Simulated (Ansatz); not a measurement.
Alloy series in BN

Base system: BN in the zinc blende structure (space group F-43m, No. 216; a = 3.605 Å).

The other end (x = 1) is BAs in the zinc blende structure (space group F-43m, No. 216): 13.55 Å³/atom, gap 1.08 eV.

As replaces a fraction x of N; each row is one arrangement (x, atoms in the cell, starting space group or random), fully relaxed.

Level of theory: Ansatz (a program for electronic structure) PBEsol, no spin-orbit coupling, earlier PAW set.

Task: Only one of these keeps a band gap. Which?
A. x(As) = 0.333, 6 atoms, I-4m2
B. x(As) = 0.5, 8 atoms, R3m
C. x(As) = 0.5, 8 atoms, Pmn2_1
D. x(As) = 0.333, 6 atoms, P3m1

Result: A, x(As) = 0.333, 6 atoms, I-4m2. Computed: x(As) = 0.5, 8 atoms, Pmn2_1: zero; x(As) = 0.5, 8 atoms, R3m: zero; x(As) = 0.333, 6 atoms, I-4m2: 0.63 eV; x(As) = 0.333, 6 atoms, P3m1: zero

Each cell is one ordered arrangement of few atoms, which overstates ordering effects compared with a random alloy. Stability against distortions was not tested. The final runs are not spin-polarised. A zero or small gap of B2AsN can be the functional's error rather than a property of the material.
